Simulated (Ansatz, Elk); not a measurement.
An Elk input for a self-consistent single point of MnCo (Pm-3m, 2 atoms in the cell) (DFT, PBEsol, all-electron FP-LAPW, Elk's shipped species files, APW+lo basis with extra local orbitals):

```
tasks
  0

xctype
  22

spinpol
  .true.

reducebf
  0.7

rgkmax
  7.5

gmaxvr
  16.0

nxlo
  2

lorbcnd
  .true.

rmtscf
  0.91

lmaxi
  3

nempty
  12

stype
  0

swidth
  0.00999582

maxscl
  100

scale
  5.392522469

avec
    1.0000000000    0.0000000000    0.0000000000
    0.0000000000    1.0000000000    0.0000000000
    0.0000000000    0.0000000000    1.0000000000

atoms
  2
  'Mn.in'
  1
  0.0000000000  0.0000000000  0.0000000000    0.0 0.0 -1.0
  'Co.in'
  1
  0.5000000000  0.5000000000  0.5000000000    0.0 0.0 -0.75

ngridk
  12 12 12
```

### Question
Write the same calculation as an input for Ansatz (an electronic-structure program).

### Answer
One input that does it (others would too):

Ansatz 0.2 input:
```yaml
# MnCo
crystal:
  lattice:
    - [2.853600, 0.000000, 0.000000]
    - [0.000000, 2.853600, 0.000000]
    - [0.000000, 0.000000, 2.853600]
  atoms:
    - { symbol: Mn, position: [0.000000, 0.000000, 0.000000], spin: 4.0 }
    - { symbol: Co, position: [0.500000, 0.500000, 0.500000], spin: 3.0 }
kpoints:
  mp_grid: { grid: [12, 12, 12] }
hamiltonian:
  xc: pbesol
  pseudopotentials: { kind: paw }
magnetization:
  spin_polarized: true
scf:
  occupations: { method: gaussian, width: 0.272 }
output:
  forces: true
  eigenvalues: true
  stress: true
```

Basis, cutoffs, solver keys and any potentials are the target program's own. This input uses DFT, PBEsol, plane waves, default PAW files made with PBE. Both were run: size of the net moment 2.01 μB/atom in Elk and 2.01 in Ansatz.

On Elk: the starting cell comes from a database of computed structures (which also holds hypothetical and non-ambient phases and stackings), without a prior relaxation at this level. The magnetic order is the one reached from the typed start; others were not searched systematically. Values depend on the basis (sphere radii, cutoffs, local orbitals), which need not be converged.

On Ansatz: the starting cell comes from a database of computed structures (which also holds hypothetical and non-ambient phases and stackings), without a prior relaxation at this level. The magnetic order is the one reached from the typed start; others were not searched systematically. With a pressure of about -9 GPa the cell is away from its equilibrium volume at this level.
